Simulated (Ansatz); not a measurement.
The starting structures come from a database of crystals and need not be the phases stable at ambient conditions.

Evanescent states of KAsF₆ (R-3, not sure to be the ambient phase, 8 atoms a cell, 13.8 Å³ an atom, 2 GPa at this level) along the normal of (100)

Computed with PBEsol (plane waves, PAW; Ansatz, an electronic-structure program).

The gap is the functional's own. No spin-orbit coupling. Mid-gap values are interpolated on the energy grid.

Energies count from the valence-band top; κ is the least over a 4×4 mesh across the current.

```csv
E (eV),κ (1/Å),where
0.12,0.323,Γ
0.38,0.440,Γ
0.62,0.466,Γ
0.88,0.487,Γ
1.12,0.502,Γ
1.38,0.513,Γ
1.62,0.521,Γ
1.88,0.526,Γ
2.12,0.527,Γ
2.38,0.526,Γ
2.62,0.522,Γ
2.88,0.515,Γ
3.12,0.506,Γ
3.38,0.493,Γ
3.62,0.477,Γ
3.88,0.457,Γ
4.12,0.431,Γ
4.38,0.400,Γ
4.62,0.360,Γ
4.88,0.306,Γ
5.12,0.227,Γ
5.38,0.016,Γ
```

Question: How thick must the barrier be to attenuate the transmission by 10^6 when the electrodes' Fermi level lies at 2.12 eV, and what attenuation does that film give at 3.38 eV?

Answer: d = 6 ln 10 / (2 × 0.527) = 13.1 Å. At 3.38 eV it gives 6 × 0.493/0.527 = 5.6 decades.
